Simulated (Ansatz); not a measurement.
Seebeck coefficient (μV/K, mean over directions) of n-type SrTiO$_{3}$ (Pm-3m) against carrier density, PBEsol with spin-orbit coupling, rigid bands in Ansatz (an electronic-structure program). Computed gap 1.84 eV; densities at which minority carriers matter at this gap, or further valleys turn the trend, are left out. Conductivity mass 0.65 mₑ (harmonic mean over directions), N_c = 5.7e19 cm⁻³ at 300 K.

| electron density | 300 K | 500 K |
|---|---|---|
| 1e16 cm⁻³ | -985 | -1061 |
| 1e17 cm⁻³ | -786 | -862 |
| 1e18 cm⁻³ | -588 | ___ |
| 3e18 cm⁻³ | -494 | -569 |
| 1e19 cm⁻³ | ___ | -466 |
| 3e19 cm⁻³ | -299 | -373 |
| 1e20 cm⁻³ | -205 | -273 |
| 3e20 cm⁻³ | -131 | -189 |
| 1e21 cm⁻³ | -73 | ___ |

**Question.** Some entries are withheld; supply them.

**Answer.** 
- 1e18 cm⁻³, 500 K: -664
- 1e19 cm⁻³, 300 K: -391
- 1e21 cm⁻³, 500 K: -111

Rigid bands with a gap fixed in temperature, one relaxation time for all states, no polarons or phonon drag, and whether or not such doping can be reached.
